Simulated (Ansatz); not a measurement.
**How the band gap of CdSiN2 (model structure, started from the AgBiO2 type, R-3m, No. 166, 4 atoms in the cell) moves with the method**

No measured value is used here.

| level (code) | value (eV) |
|---|---|
| LDA (Ansatz) | 0.00 |
| PBE+SOC (Ansatz) | 0.00 |
| PBEsol+SOC (Ansatz) | 0.00 |
| r²SCAN+SOC (Ansatz) | 0.25 (indirect) |
| HSE06 (Ansatz) | 0.87 |

Computed values are for a static lattice. Spin–orbit coupling is included only where a level's name says +SOC; with heavier elements it mostly lowers gaps and can invert bands. A gap of zero means that the bands touch or overlap; how far they overlap is not shown.  r²SCAN+SOC: the gap is read on the k mesh or supercell of the run alone and can be too large. HSE06: PBE has no gap here, and a hybrid on a coarse mesh can open a false one. Values are at the PBE-D3(BJ) cell. Cutoffs and k meshes differ between the levels. Ansatz's density-functional and Hartree–Fock values are scalar-relativistic unless marked +SOC, with PAW data made under PBE.

A model structure was made by putting elements into a prototype or built by hand; it is no filed structure, need not be a known phase, and can be a saddle point held by its symmetry.

Ansatz is an electronic-structure program.
